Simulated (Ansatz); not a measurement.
LiF (model structure, started from the NiAs type, P6₃/mmc, No. 194, 4 atoms in the cell) was calculated with r²SCAN0 in Ansatz (PAW).

Settings: plane-wave cutoff 520 eV, 12×12×6 k mesh (along the axes of the cell as run), Fermi–Dirac smearing 0.01 eV, scalar-relativistic PAW data made under PBE.

Cell (relaxed with PBEsol):

```
LiF
1.0
    2.78650     0.00000     0.00000
   -1.39325     2.41318     0.00000
    0.00000     0.00000     4.81014
Li F
2 2
Cartesian
  0.00000   0.00000   0.00000
  0.00000   0.00000   2.40507
  0.00000   1.60879   1.20254
  1.39325   0.80439   3.60761
```

### Question
Estimate the band gap that the calculation returns.

### Answer

- band gap = 12.78 eV (direct)

Note: the relaxation could raise the start's symmetry but not lower it, so the cell can be a saddle point; cell and atoms aren't relaxed at this level (pressure -2.8 GPa).

The computed numbers hold no vibrational or temperature effects.

It cost very roughly 4 core-minutes of CPU time.

A model structure was made by putting elements into a prototype or built by hand; it is no filed structure, need not be a known phase, and can be a saddle point held by its symmetry.

Ansatz is a first-principles code.
